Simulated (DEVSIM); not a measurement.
Device: Si p-n junction from an implanted or diffused profile, at 300 K.

```csv
layer (left to right),material,thickness (μm),Nd (cm⁻³),τn (s),τp (s)
1,Si,38.0,1e15,0.00036,0.00036
```

Added acceptor profile: 7e16 cm⁻³ × exp(−(x − 0 μm)²/(2·(0.097 μm)²)). Left contact: ohmic. Right contact: ohmic. Voltage is applied to the left contact. Recombination: SRH at mid-gap, Auger. Mobility is μmin + (μ − μmin)/(1 + (N/Nref)^α).

The device is made up for the run: typed textbook-type constants, with dimensions and the other settings drawn at random. Values at 300 K.

```csv
parameter,Si
gap (eV),1.124
affinity (eV),4.05
permittivity,11.7
Nc (cm⁻³),2.86e19
Nv (cm⁻³),3.1e19
μn (cm²/Vs),1417
μp (cm²/Vs),470
"μn,min",52
"μp,min",45
"Nref,n",9.7e16
"Nref,p",2.2e17
αn,0.68
αp,0.72
Cn (cm⁶/s),2.8e-31
Cp (cm⁶/s),9.9e-32
```

Simulated with DEVSIM: 1D drift-diffusion, Boltzmann statistics, complete ionisation; no tunnelling, impact ionisation, image-force lowering or self-heating.

Base results: dark forward voltage at 1 A/cm² (V) 0.565; dark forward voltage at 100 A/cm² (V) 1.061; potential step across the device at zero bias (V) 0.701.

**Question.** What follows from this one change: thickness of layer 1 38 → 7.6 μm?

**Answer.** dark forward voltage at 1 A/cm² 0.565 → 0.543 V; dark forward voltage at 100 A/cm² 1.061 → 0.751 V; potential step across the device at zero bias little changed (0.701 V).

**Question.** What follows from this one change: straggle of the profile 0.097 → 0.049 μm?

**Answer.** dark forward voltage at 1 A/cm² 0.565 → 0.548 V; dark forward voltage at 100 A/cm² 1.061 → 1.129 V; potential step across the device at zero bias little changed (0.701 V).

**Question.** What follows from this one change: constant mobility in place of the doping-dependent one?

**Answer.** dark forward voltage at 1 A/cm² 0.565 → 0.553 V; dark forward voltage at 100 A/cm² 1.061 → 1.089 V; potential step across the device at zero bias little changed (0.701 V).
